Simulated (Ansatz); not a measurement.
Density of states of BP (F-43m) above the conduction band minimum, Ansatz (a program for electronic structure) with HSE06, rigid bands; cell volume 23.1 Å³.

| energy from edge (eV) | 10⁻³ states/eV/cell |
|---|---|
| 0.006 | 16.9 |
| 0.031 | 41.2 |
| 0.056 | 57.4 |
| 0.081 | 73.8 |
| 0.106 | 89.7 |
| 0.131 | 97.5 |
| 0.156 | 105 |
| 0.181 | 113 |
| 0.206 | 121 |
| 0.231 | 130 |
| 0.256 | 139 |
| 0.281 | 147 |
| 0.319 | 162 |
| 0.344 | 169 |
| 0.369 | 178 |
| 0.394 | 186 |
| 0.419 | 194 |
| 0.444 | 201 |
| 0.469 | 216 |
| 0.494 | 226 |
| 0.519 | 235 |
| 0.544 | 245 |
| 0.569 | 255 |
| 0.594 | 261 |

Question: What effective density of states at 300 K does this give (∫ g(E) exp(−E/k_BT) dE, both spins, divided by the cell's size)?

Answer: 3.8e19 cm⁻³, a density-of-states mass of 1.32 mₑ, valleys and band degeneracy included.

Spin-orbit coupling is left out. Geometry: cell and atoms relaxed with PBEsol.
